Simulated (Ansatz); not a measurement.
**AlN under a change: isotropic strain +2.50 %**

Base system: AlN in the zinc blende structure (space group F-43m, No. 216; a = 4.3698 Å).

Now apply this change: an isotropic linear strain of +2.50 %; the atoms relax in the strained cell.

Computed with r2SCAN (Ansatz, a first-principles code, PAW, scalar-relativistic without spin-orbit coupling). k-mesh 13×13×13 (Γ-centred); smearing 0.05 eV (Fermi–Dirac).

| quantity | base | changed | shift |
|---|---|---|---|
| volume per atom | 10.43 Å³ | 11.23 Å³ | +0.80 Å³ |
| shortest interatomic distance | 1.892 Å | 1.939 Å | +0.047 Å |
| energy relative to the base (free energy F) | 0 meV/atom | +36 meV/atom | +36 meV/atom |
| pressure | 0.01 GPa | -13.50 GPa | -13.51 GPa |
| band gap | 3.94 eV | 3.88 eV | -0.065 eV |
| gap character | indirect, Γ → X | indirect, Γ → X | – |
| smallest direct gap | 4.84 eV | 4.17 eV | -0.67 eV |
| mean gap deformation potential ΔEg/Δln V | – | -0.9 eV | – |
| width of the top valence band | 2.68 eV | 2.53 eV | -0.15 eV |
| electron mass | 0.51 mₑ along k, 0.33 mₑ across (at X) | 0.53 mₑ along k, 0.33 mₑ across (at X) | – |
| hole mass (degenerate bands, along [100]) | – | 0.30, 1.4, 1.4 mₑ (at Γ) | – |
| valley order (the lowest conduction-band minima on the path, energy above the VBM, named in the base's zone) | X along ⟨100⟩ 3.94 eV; Γ 4.84 eV | X along ⟨100⟩ 3.88 eV; Γ 4.17 eV | – |

Final structure:

```
AlN
1.0
    0.00000     2.23950     2.23950
    2.23950     0.00000     2.23950
    2.23950     2.23950     0.00000
Al N
1 1
Direct
  0.00000   0.00000   0.00000
  0.25000   0.25000   0.25000
```

Effective masses come from finite differences of ±0.01 Å⁻¹. Along k means along the line from Γ to the band edge. Whether these cells are dynamically stable was not tested. This is not the structure that AlN has at room temperature and ambient pressure.
